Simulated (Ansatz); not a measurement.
The starting structures come from a database of crystals and need not be the phases stable at ambient conditions.

Inside the gap of an insulator the Bloch states are evanescent, with a wavenumber k + iκ along the transport direction.

```yaml
crystal:
  lattice:
    - [5.73465, 0.00000, 0.00000]
    - [0.23643, 5.76551, 0.00000]
    - [-2.74911, 2.88276, 4.03540]
  atoms:
    - { symbol: La, position: [0.74266, 0.75043, 0.00000] }
    - { symbol: La, position: [0.25734, 0.24957, 0.00000] }
    - { symbol: Ta, position: [0.50000, 0.50000, 0.50000] }
    - { symbol: Ta, position: [0.00000, 0.00000, 0.50000] }
    - { symbol: N, position: [0.26880, 0.23120, 0.53760] }
    - { symbol: N, position: [0.73120, 0.76880, 0.46240] }
    - { symbol: N, position: [0.29407, 0.67445, 0.00000] }
    - { symbol: N, position: [0.70593, 0.32555, 0.00000] }
    - { symbol: O, position: [0.18911, 0.81089, 0.37822] }
    - { symbol: O, position: [0.81089, 0.18911, 0.62178] }
```

Space group of this cell: C2/m. The cell is taken as given; by r2SCAN its mean pressure is -3.6 GPa.

Transport runs along the normal of the first two printed cell vectors.

The gap is the functional's own. No spin-orbit coupling. Mid-gap values are interpolated on the energy grid.

Question: Estimate the band gap and the smallest decay constant κ at mid-gap that r2SCAN in Ansatz (an electronic-structure program) returns for this system.

Answer: Gap 1.01 eV on a 8×8×8 mesh; κ = 0.127 1/Å, at (-0.167, 0.167) of the in-plane reciprocal vectors. At the zone centre, at the nearest computed energy, the slowest state has κ = 0.13 1/Å.
